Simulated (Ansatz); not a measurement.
## MgO: band gap against strain

MgO (rock salt, Fm-3m, 9.621 Å³/atom at rest, cube axes along x, y and z) under an equal strain ε along all three axes. PBE in Ansatz, a plane-wave DFT program (PAW, default set), 420 eV, 13×13×13 Γ-centred mesh, Fermi-Dirac smearing 0.05 eV; ions are relaxed within the symmetry of each cell. Gaps are the smallest over the k-mesh and a band path, without spin-orbit coupling; in all rows the valence edge lies at Γ and the conduction edge at Γ.

Here s stands for strain and Eg for gap.

| strain (%) | gap (eV) |
|---|---|
| -1.50 | 4.898 |
| -1.00 | 4.749 |
| -0.50 | 4.603 |
| 0.00 | 4.461 |
| 0.50 | 4.324 |
| 1.00 | 4.189 |
| 1.50 | 4.057 |
| 3.00 | ? |

Question: Fit Eg against s with a straight line, and predict the withheld value at s = 3.00.

Answer: Means: s 0, Eg 4.4687. About the means, the sum of products is -1.9610 and the sum of squares of s is 7.0000; the slope is their ratio. Least squares gives Eg = 4.4687 - 0.28014·s. Residuals (row less fit): 0.0091, 0.0002, -0.0058, -0.0077, -0.0046, 0.0004, 0.0085; standard error 0.0073 (degrees of freedom: 5). Over these rows the gap moves by -28 ± 0.3 eV per unit strain, or -9.3 eV per unit of ln V. At the withheld row, Eg = 4.4687 - 0.28014 × 3.0 = 3.6283 eV. The calculation gives 3.679 eV, 0.0507 eV above the prediction (4.2 % of the range of Eg in the table). The row lies outside the fitted rows, so this is an extrapolation. From the scatter of the fitted rows alone, a prediction at this place has a standard error of 0.0114 eV, so the miss is 4.4 times that.

One order more, fitted to all 13 runs of the series, follows each within 0.001, so the miss is the next term of a smooth law. Other structures, which can take over under pressure, weren't tried. Rows are the converged runs of the series near zero and its far end; series whose fitted rows scatter by over a few per cent of the range, as at a crossing or softening among them, aren't shown in this form. Most that stay on the fit to the last digits aren't either.
